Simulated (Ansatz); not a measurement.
## Hypothetical cubic perovskite KMnBr3: strain tensor (xx, yy, zz, yz, xz, xy) = (−0.78, +0.75, +0.21, +0.98, +1.26, −0.57) %

The reference is KMnBr$_{3}$ in the cubic perovskite structure (space group Pm-3m, No. 221; a = 5.364 Å; ferromagnetic; a hypothetical phase, not in the database extracts checked). Axes: x, y, z lie along the cube axes.

The change: the symmetric strain tensor [-0.0078 -0.0057 0.0126; -0.0057 0.0075 0.0097; 0.0126 0.0097 0.0021]; the atoms relax in the strained cell.

Calculations: Kohn–Sham DFT with the PBE functional, run in Ansatz (an electronic-structure program) with PAW and 420 eV plane waves, spin-orbit coupling left out. Γ-centred 6×6×6 mesh, Fermi–Dirac width 0.05 eV.

```json
[
 {"quantity": "volume per atom", "base": "30.87 Å³", "changed": "30.92 Å³", "shift": "+0.045 Å³"},
 {"quantity": "space group", "base": "Pm-3m (No. 221)", "changed": "P-1 (No. 2)", "shift": "–"},
 {"quantity": "shortest interatomic distance", "base": "2.682 Å", "changed": "2.662 Å", "shift": "-0.0207 Å"},
 {"quantity": "energy relative to the base (free energy F)", "base": "0 meV/atom", "changed": "+1.6 meV/atom", "shift": "+1.6 meV/atom"},
 {"quantity": "band gap", "base": "0.88 eV", "changed": "0.83 eV", "shift": "-0.05 eV"},
 {"quantity": "gap character", "base": "–", "changed": "indirect, R₂ → Γ", "shift": "–"},
 {"quantity": "smallest direct gap", "base": "1.36 eV", "changed": "1.32 eV", "shift": "-0.04 eV"},
 {"quantity": "electron mass", "base": "0.24 mₑ (at Γ)", "changed": "0.24 mₑ (at Γ)", "shift": "–"},
 {"quantity": "magnetic state", "base": "ferromagnetic", "changed": "ferromagnetic", "shift": "–"},
 {"quantity": "largest site moment", "base": "4.44 μB", "changed": "4.43 μB", "shift": "-0.01 μB"},
 {"quantity": "stress (xx, yy, zz, yz, xz, xy; compression positive)", "base": "–", "changed": "(0.2, -0.2, -0.1, -0.2, -0.3, 0.1) GPa", "shift": "–"}
]
```

Final structure:

```xyz
5
Lattice="5.3225 -0.0303 0.0676 -0.0303 5.4046 0.0523 0.0676 0.0523 5.3756" Properties=species:S:1:pos:R:3 pbc="T T T"
K      0.0000     0.0000     0.0000
Mn     2.6799     2.7133     2.7477
Br     0.0186     2.7284     2.7139
Br     2.6461     2.6871     0.0599
Br     2.6950     0.0110     2.7216
```

Cost of the whole job for the changed cell (relaxation, final SCF and bands): roughly 110 core-seconds.

Masses are band curvatures over ±0.01 Å⁻¹ around the edge. Stability against distortions was not tested. No Hubbard U is applied and the magnetic state is the run's own (KMnBr3 ferromagnetic); small cells can't hold the antiferromagnetic order that many such compounds have, so gaps and moments can be off. Many cubic perovskites are stable only at high temperature; tilts and polar distortions were not tested. k-point labels follow each cell's own Brillouin zone.
